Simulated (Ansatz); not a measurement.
We consider rock-salt LaTe, described by rVV10 in Ansatz (plane waves, PAW).

Settings: plane-wave cutoff 520 eV, 16×16×16 k mesh, Fermi–Dirac smearing 0.05 eV, scalar-relativistic PAW data made under PBE.

Computed at the level's own relaxed cell.

Task: Give the computed equilibrium volume per atom, bulk modulus, lattice parameter a and pressure derivative B′ of the bulk modulus.

Result: 
equilibrium volume per atom: 34.85 Å³/atom
bulk modulus: 54.9 GPa
lattice parameter a: 6.533 Å
pressure derivative B′ of the bulk modulus: 4.5

The run finds no gap.

Spin–orbit coupling is not included; it can open a gap where bands touch, and shift volumes and moduli.

Computed values are for the static lattice.

Ansatz is an electronic-structure program.
